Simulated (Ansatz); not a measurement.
## Worked example: self-consistent single point of Be (P6/mmm, 3 atoms in the cell) in Ansatz

Level of theory: PBE (plane waves, PAW; Ansatz, a program for electronic structure).

The input file:

Ansatz 0.2 input:
```yaml
crystal:
  lattice:
    - [3.581635, 0.000000, 0.000000]
    - [-1.790817, 3.101787, 0.000000]
    - [0.000000, 0.000000, 2.178408]
  atoms:
    - { symbol: Be, position_ang: [0.000000, 0.000000, 0.000000] }
    - { symbol: Be, position_ang: [-0.000001, 2.067859, 1.089204] }
    - { symbol: Be, position_ang: [1.790819, 1.033928, 1.089204] }
kpoints:
  mp_grid:
    grid: [9, 9, 12]
hamiltonian:
  xc: pbe
  pseudopotentials:
    kind: paw
scf:
  occupations:
    method: fermi_dirac
    width: 0.1
output:
  forces: true
  eigenvalues: true
  stress: true
```

Log, with long lists cut:

```
WARN the atoms were moved onto the symmetric positions of the space group found under crystal.symmetry.tolerance 1.0e-5 (fractional …
WARN basis.ecutwfc = 420 eV, the default
WARN ansatz: RAYON_NUM_THREADS=1 ignored (pool sized by the plan → 1); use --threads N
Pseudopotentials: kind: paw
Pseudopotential: Be, paw, valence charge 2
Crystal: 3 atoms, lattice volume = 24.201 Å³
Basis set: ecut = 420 eV, 445 PW (Γ), exchange–correlation on 48×48×30 points (8 copies of the dense FFT grid, shifted against one another)
Bands: 7, of which v1, the nominal top of the filled ones, is band 3 counted from 1 (2 counted from 0)
Symmetry: 24 space group operations
Space group: P6/mmm (ITA 191), of the structure as read, at distance tolerance 2.9e-5 Å
k-points: 84 of 972
Initial density: superposition of atomic densities (neutral atoms: chi_scale 0, normalization atom), corrected by the library's trained network
Initial wavefunctions: pseudopotential atomic-orbital guess
Eigensolver: davidson
Functional: x = pbe(κ = 0.804, μ = 0.2195149727645171), c = pbe(β = 0.06672455060314922)
SCF iter   1: F=—  HF=-277.737022 eV  |F-HF|=—  |Δ(HF+E_count)|=         —  Δρ=1.85e-3  dr2=7.47e-4  ethr=1.77e-3  ⟨swp⟩=5.5  Hψ=4539  notcnv=0
all-band conjugate gradients solve this SCF's bands
preconditioner: auto → none
SCF iter   2: F=—  HF=-277.736910 eV  |F-HF|=—  |Δ(HF+E_count)|=   1.12e-4  Δρ=1.11e-3  dr2=2.75e-4  ethr=1.24e-5  ⟨swp⟩=1.3  Hψ=1293  notcnv=0
SCF iter   3: F=—  HF=-277.736800 eV  |F-HF|=—  |Δ(HF+E_count)|=   1.10e-4  Δρ=8.18e-5  dr2=3.12e-6  ethr=4.58e-6  ⟨swp⟩=1.6  Hψ=710  notcnv=0
SCF iter   4: F=—  HF=-277.736670 eV  |F-HF|=—  |Δ(HF+E_count)|=   1.30e-4  Δρ=1.70e-5  dr2=4.25e-8  ethr=1.67e-9  ⟨swp⟩=2.7  Hψ=2015  notcnv=0
iter 5 did not close the SCF: its close was put off for the readings that it lacked (scf_convergence_deferred on its scf_iter line)
SCF iter   5: F=-277.736670 eV  HF=-277.736670 eV  |F-HF|=2.91e-9  |Δ(HF+E_count)|=   1.46e-7  Δρ=2.68e-6  dr2=2.15e-9  ethr=7.08e-10  ⟨swp⟩=2.0  Hψ=839  notcnv=0
SCF iter   6: F=-277.736670 eV  HF=-277.736670 eV  |F-HF|=6.25e-12  |Δ(HF+E_count)|=   2.15e-9  Δρ=2.47e-7  dr2=1.14e-11  ethr=3.58e-11  ⟨swp⟩=1.2  Hψ=1675  notcnv=0
SCF 1 converged in 6 iterations: F = -277.736670 eV  dr2 = 1.14e-11
SCF converged after 6 iterations
Free energy (F): -277.736670 eV
Harris-Foulkes:  -277.736670 eV  (|F-HF|=6.25e-12)
Internal energy: -277.719280 eV  (E = F + TS)
E sigma→0 (E₀):  -277.727975 eV
Entropy (-TS):   -0.017391 eV (-5.797 meV/atom)
Fermi energy:    8.611066 eV
--- Per-component energies (eV) ---
  E_band       = 18.028160
  E_kinetic    = 62.498296
  E_local      = 8.360420  (includes V_loc(G=0)·N_el)
  E_nonlocal   = 13.327725
  E_hartree    = 0.085896
  E_xc         = -59.084341
  E_vxc        = -62.080721  (∫ρ·V_xc dr)
  E_paw        = -178.684808  (= ΣΔE_a)
  E_vpaw       = -4.249349  (= ΣTr[D̂ρ^β])
  E_aug_tail   = -0.000002  (compensation charges beyond the density's cutoff)
  E_ewald      = -124.222465
  E_smearing   = -0.017391  (= −TS)
  E_closure    = 0.000000  (closes the sum)
  Σ components = -277.736670   (vs F -277.736670, Δ=0.00e0)
--- Forces (eV/Å), atoms counted from 1 ---
  atom   1  Be     0.00000000     0.00000000     0.00000000
   [... zero for the other atoms too ...]
  max |Σ_I F_I| component: 2.31e-18 eV/Å
--- Stress (GPa, compression-positive) ---
       -1.557020      -0.000000       0.000000
       -0.000000      -1.557020       0.000000
        0.000000       0.000000       3.026716
  P = ⅓ Tr σ = -0.0291 GPa (-0.291 kbar)
  The stress holds the Pulay correction. Without it, at fixed plane waves, as pw.x and ABINIT print it: P = -0.0718 GPa
--- Band table (eV; the first three rows and the last of 84) ---
  k-point 0: bands = ["-3.2964", "7.2731", "7.2731", "7.4865", "7.4865", "13.8801", "14.0906"]
  k-point 1: bands = ["-3.1339", "7.4730", "7.4730", "7.6990", "7.6990", "13.4081", "14.0015"]
  k-point 2: bands = ["-2.6463", "8.0670", "8.0670", "8.3358", "8.3358", "11.8512", "13.7584"]
  k-point 83: bands = ["4.3973", "5.4818", "5.4818", "8.5440", "8.5440", "10.6740", "16.3179"]
```

The run converged in 6 iterations.

The starting cell was generated: these elements placed on a structure prototype, without a prior relaxation; it need not be a known phase or ordering of this composition. Ansatz's pressure includes its estimate of the finite-basis (Pulay) stress.
